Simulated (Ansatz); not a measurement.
**Input and output of a self-consistent single point for CaZrN2 (R-3m, 4 atoms in the cell) (Ansatz, a quantum-chemistry and plane-wave program)**

Method: LDA (PW92), default PAW files made with PBE (plane waves; Ansatz).

Input as run:

Ansatz 0.2 input:
```yaml
crystal:
  lattice:
    - [1.648805, 0.951937, 5.578660]
    - [-1.648805, 0.951937, 5.578660]
    - [0.000000, -1.903876, 5.578660]
  atoms:
    - { symbol: Ca, position: [0.000000, 0.000000, 0.000000] }
    - { symbol: Zr, position: [0.500000, 0.500000, 0.500000] }
    - { symbol: N, position: [0.238120, 0.238120, 0.238120] }
    - { symbol: N, position: [0.761880, 0.761880, 0.761880] }
basis:
  ecutwfc: 420.0
kpoints:
  mp_grid: { grid: [9, 9, 9] }
hamiltonian:
  xc: lda
  pseudopotentials: { kind: paw }
scf:
  occupations: { method: fermi_dirac, width: 0.02 }
output:
  forces: true
  eigenvalues: true
  stress: true
```

The program printed (abridged):

```
WARN ansatz: RAYON_NUM_THREADS=1 ignored (pool sized by the plan → 1); use --threads N
basis.fft_grid_basis auto: the FFT boxes are laid along the combinations [[1, 0, -1], [0, 1, -1], [0, 0, 1]] of the cell's own vectors, 3.298, 3.298 and 5.895 …
Pseudopotentials: kind: paw
Pseudopotential: Ca, paw, valence charge 10
Pseudopotential: Zr, paw, valence charge 12
Pseudopotential: N, paw, valence charge 5
Crystal: 4 atoms, lattice volume = 52.536 Å³
Basis set: ecut = 420 eV, 1051 PW (Γ), FFT grids on a1−a3, a2−a3, a3
Bands: 20, of which v1, the nominal top of the filled ones, is band 16 counted from 1 (15 counted from 0)
Symmetry: 12 space group operations
Space group: R-3m (ITA 166), of the structure as read, at distance tolerance 3.7e-5 Å
k-points: 85 of 729
PAW frozen core: Ca, regenerated for the run's functional, and the local potential with it
PAW frozen core: Zr, regenerated for the run's functional, and the local potential with it
PAW frozen core: N, regenerated for the run's functional, and the local potential with it
Initial density: superposition of atomic densities (neutral atoms: chi_scale 0, normalization atom), corrected by the library's trained network
Initial wavefunctions: pseudopotential atomic-orbital guess
Eigensolver: davidson
Functional: x = slater, c = lda
SCF iter   1: F=—  HF=-6604.753013 eV  |F-HF|=—  |Δ(HF+E_count)|=         —  Δρ=1.20e-2  dr2=8.74e-2  ethr=1.77e-3  ⟨swp⟩=7.0  Hψ=9750  notcnv=0
all-band conjugate gradients solve this SCF's bands
preconditioner: auto → none
SCF iter   2: F=—  HF=-6604.732578 eV  |F-HF|=—  |Δ(HF+E_count)|=   2.04e-2  Δρ=3.39e-3  dr2=6.45e-3  ethr=2.73e-4  ⟨swp⟩=2.0  Hψ=3151  notcnv=0
SCF iter   3: F=—  HF=-6604.731344 eV  |F-HF|=—  |Δ(HF+E_count)|=   1.23e-3  Δρ=1.61e-3  dr2=2.13e-3  ethr=2.02e-5  ⟨swp⟩=2.2  Hψ=2944  notcnv=0
SCF iter   4: F=—  HF=-6604.730862 eV  |F-HF|=—  |Δ(HF+E_count)|=   4.82e-4  Δρ=7.34e-4  dr2=1.03e-4  ethr=6.64e-6  ⟨swp⟩=2.0  Hψ=2522  notcnv=0
SCF iter   5: F=—  HF=-6604.730841 eV  |F-HF|=—  |Δ(HF+E_count)|=   2.09e-5  Δρ=1.07e-4  dr2=3.01e-6  ethr=3.22e-7  ⟨swp⟩=2.0  Hψ=2220  notcnv=0
SCF iter   6: F=—  HF=-6604.730842 eV  |F-HF|=—  |Δ(HF+E_count)|=   2.60e-7  Δρ=1.35e-5  dr2=5.60e-8  ethr=3.13e-10  ⟨swp⟩=3.0  Hψ=6916  notcnv=0
SCF iter   7: F=-6604.730842 eV  HF=-6604.730842 eV  |F-HF|=1.42e-10  |Δ(HF+E_count)|=   6.96e-9  Δρ=1.80e-6  dr2=9.29e-10  ethr=1.75e-10  ⟨swp⟩=2.1  Hψ=5229  notcnv=0
SCF 1 converged in 7 iterations: F = -6604.730842 eV  dr2 = 9.29e-10
SCF converged after 7 iterations
Free energy (F): -6604.730842 eV
Harris-Foulkes:  -6604.730842 eV  (|F-HF|=1.42e-10)
Internal energy: -6604.730842 eV  (E = F + TS)
E sigma→0 (E₀):  -6604.730842 eV
Entropy (-TS):   -0.000000 eV (-0.000 meV/atom)
Fermi energy:    11.989785 eV
--- Per-component energies (eV) ---
  E_band       = -145.864131
  E_kinetic    = 874.935912
  E_local      = -1475.425648  (includes V_loc(G=0)·N_el)
  E_nonlocal   = 241.423335
  E_hartree    = 458.890891
  E_xc         = -418.077617
  E_vxc        = -517.094674  (∫ρ·V_xc dr)
  E_paw        = -3899.895110  (= ΣΔE_a)
  E_vpaw       = -187.484357  (= ΣTr[D̂ρ^β])
  E_aug_tail   = 0.000193  (compensation charges beyond the density's cutoff)
  E_ewald      = -2387.396453
  E_core_change = 0.813655  (= ΣΔE_core)
  E_smearing   = -0.000000  (= −TS)
  E_closure    = -0.000000  (closes the sum)
  Σ components = -6604.730842   (vs F -6604.730842, Δ=0.00e0)
--- Forces (eV/Å), atoms counted from 1 ---
  atom   1  Ca    -0.00000000     0.00000000     0.00000000
  atom   2  Zr    -0.00000000     0.00000000     0.00000000
  atom   3  N      0.00000000     0.00000000    -0.00761551
  atom   4  N     -0.00000000    -0.00000000     0.00761551
  max |Σ_I F_I| component: 4.63e-18 eV/Å
--- Stress (GPa, compression-positive) ---
       -6.164025       0.000000      -0.000000
        0.000000      -6.164025       0.000000
       -0.000000       0.000000      -6.246034
  P = ⅓ Tr σ = -6.1914 GPa (-61.914 kbar)
  The stress holds the Pulay correction. Without it, at fixed plane waves, as pw.x and ABINIT print it: P = -6.6383 GPa
--- Band table (eV; the first three rows and the last of 85) ---
  k-point 0: bands = ["-36.0980", "-26.6213", "-14.4024", "-13.8971", "-13.8971", "-8.0533", "-7.6753", "-7.6753", "-1.5700", "0.4916", "7.1542", "8.8087", "8.8087", "11.5215", "11.7893", "11.7893", "14.3723", "14.3723", "14.6778", "16.3676"]
  k-point 1: bands = ["-36.0888", "-26.6103", "-14.3797", "-13.9934", "-13.9162", "-8.0354", "-7.7688", "-7.6931", "-1.3636", "0.3436", "7.4142", "8.8324", "8.9290", "10.9371", "11.4015", "11.4713", "14.3324", "14.8293", "15.0234", "16.5793"]
  k-point 2: bands = ["-36.0656", "-26.5822", "-14.3237", "-14.2267", "-13.9642", "-8.0038", "-7.9792", "-7.7378", "-0.8809", "0.0411", "7.9647", "8.9039", "9.1975", "9.5702", "10.9716", "11.1328", "14.0946", "15.6692", "15.8181", "16.2472"]
  k-point 84: bands = ["-36.0887", "-26.6112", "-14.3640", "-13.9943", "-13.9163", "-8.1010", "-7.7652", "-7.6933", "-0.8997", "-0.1357", "8.4019", "8.5287", "9.0966", "10.3030", "10.7386", "11.0942", "14.1779", "14.9839", "15.4628", "16.3607"]
```

The run converged in 7 iterations.

The starting cell comes from a database of computed structures (which also holds hypothetical and non-ambient phases and stackings), without a prior relaxation at this level. Its lattice was rescaled by up to half a per cent. With a pressure of about -6 GPa the cell is away from its equilibrium volume at this level. Ansatz's pressure includes its estimate of the finite-basis (Pulay) stress.
